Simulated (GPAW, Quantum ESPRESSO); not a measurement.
A Quantum ESPRESSO input for a self-consistent single point of LaH3 (Fm-3m, 4 atoms in the cell) (DFT, LDA (PZ), plane waves, PseudoDojo standard norm-conserving (PBE) pseudopotentials):

```fortran
&control
  calculation = 'scf'
  prefix = 'LaH3'
  outdir = './work'
  pseudo_dir = './'
  verbosity = 'high'
  tprnfor = .true.
  tstress = .true.
/
&system
  ibrav = 0
  nat = 4
  ntyp = 2
  ecutwfc = 110
  occupations = 'smearing'
  smearing = 'gaussian'
  degauss = 0.019992
  input_dft = 'pz'
/
&electrons
  conv_thr = 1.0d-10
/
ATOMIC_SPECIES
La   138.9055  La.upf
H      1.0080  H.upf
CELL_PARAMETERS angstrom
   0.0000000000     2.7872770000     2.7872770000
   2.7872770000     0.0000000000     2.7872770000
   2.7872770000     2.7872770000     0.0000000000
ATOMIC_POSITIONS crystal
La    0.0000000000    0.0000000000    0.0000000000
H     0.5000000000    0.5000000000    0.5000000000
H     0.7500000000    0.7500000000    0.7500000000
H     0.2500000000    0.2500000000    0.2500000000
K_POINTS automatic
10 10 10  0 0 0
```

**Question.** Give the GPAW input for the same structure, mesh, smearing and functional.

**Answer.** This is the input that was run; spellings and numerical settings could be chosen otherwise.

```python
from ase import Atoms
from ase.units import GPa
from gpaw import GPAW, PW

atoms = Atoms(['La', 'H', 'H', 'H'],
              cell=[[0.000000, 2.787277, 2.787277],
                    [2.787277, 0.000000, 2.787277],
                    [2.787277, 2.787277, 0.000000]],
              positions=[[0.000000, 0.000000, 0.000000],
                         [2.787277, 2.787277, 2.787277],
                         [4.180916, 4.180916, 4.180916],
                         [1.393639, 1.393639, 1.393639]],
              pbc=True)

calc = GPAW(mode=PW(850),
            xc='LDA',
            kpts={'size': (10, 10, 10), 'gamma': True},
            occupations={'name': 'methfessel-paxton', 'width': 0.272, 'order': 0},
            nbands=-10,
            convergence={'density': 1e-05, 'energy': 1e-05},
            symmetry={'symmorphic': False, 'tolerance': 0.0005},
            maxiter=120)

atoms.calc = calc

energy = atoms.get_potential_energy()
print('Energy (eV):', round(energy, 6))
forces = atoms.get_forces()
print('Forces (eV/Ang):')
print(forces.round(5))
stress = atoms.get_stress()
print('Stress (GPa, Voigt):', (stress / GPa).round(4))
```

Basis, cutoffs, solver keys and any potentials are the target program's own. This input uses DFT LDA (Perdew-Wang 92), plane waves, GPAW PAW datasets LDA (gpaw-data 1.0.1). LDA parametrisations can differ slightly between programs. Both were run: pressure -4.64 GPa in Quantum ESPRESSO and -4.60 in GPAW.

On Quantum ESPRESSO: the starting cell comes from a database of computed structures (which also holds hypothetical and non-ambient phases and stackings), without a prior relaxation at this level. Its lattice was rescaled by a random factor within 2.5 % of one. For this run, on top of that: lattice scaled by 0.98. With a pressure of about -5 GPa the cell is away from its equilibrium volume at this level.

On GPAW: the starting cell comes from a database of computed structures (which also holds hypothetical and non-ambient phases and stackings), without a prior relaxation at this level. Its lattice was rescaled by a random factor within 2.5 % of one. For this run, on top of that: lattice scaled by 0.98. With a pressure of about -5 GPa the cell is away from its equilibrium volume at this level.
